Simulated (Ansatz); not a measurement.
The parent structure is SiO₂ in the rutile structure (space group P4_2/mnm, No. 136; a = 4.195 Å, c = 2.678 Å).

Level of theory: DFT with PBEsol, PAW potentials and a 420 eV plane-wave cutoff in Ansatz (an electronic-structure program), scalar-relativistic without spin-orbit coupling.

Base values:

* **Electron mass**: 0.37 mₑ along c, 0.47 mₑ across (at Γ)

It is then changed as follows: the cell is scaled by 1.0240 in all directions; the atoms relax in the strained cell.

### Question
How does this affect the electron mass and largest internal atomic displacement?

### Answer
The electron mass becomes 0.33 mₑ along c, 0.41 mₑ across (at Γ) (base: 0.37 mₑ along c, 0.47 mₑ across (at Γ)); the largest internal atomic displacement is 0.016 Å.

The levels and masses belong to the bands next to the band gap. Masses are band curvatures over ±0.01 Å⁻¹ around the edge. Stability against distortions was not tested.
